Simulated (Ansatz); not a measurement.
```xyz
6
Lattice="4.7293 0.0000 0.0000 0.0000 4.7293 0.0000 0.0000 0.0000 3.2008" Properties=species:S:1:pos:R:3 pbc="T T T"
Sn     0.0000     0.0000     0.0000
Sn     2.3646     2.3646     1.6004
O      1.4469     1.4469     0.0000
O      3.2824     3.2824     0.0000
O      3.8116     0.9177     1.6004
O      0.9177     3.8116     1.6004
```

Method: PBE, rigid bands (plane waves, PAW, scalar-relativistic; Ansatz, a program for electronic structure). Condition of this run: hydrostatic pressure of 4 GPa (compression positive) (the target of the relaxation). Geometry: cell and atoms relaxed with PBEsol, then loaded as said.

Problem. Predict the electron conductivity mass (n e² τ/σ) at 300 K, by direction if it differs.

Solution. 0.22 (x), 0.22 (y), 0.189 (z) mₑ.

Problem. Predict the hole conductivity mass (n e² τ/σ) at 300 K, by direction if it differs.

Solution. 1.43 (x), 1.43 (y), 1.94 (z) mₑ.

Problem. And the band gap?

Solution. 1.23 eV at this level; semilocal functionals usually fall short of the measured gap.

Rigid bands, one relaxation time for all states, no polarons. Spin-orbit coupling is left out; where it splits the top of the valence band it changes the hole mass and lowers the gap by about a third of the splitting. Geometry: cell and atoms relaxed with PBEsol.
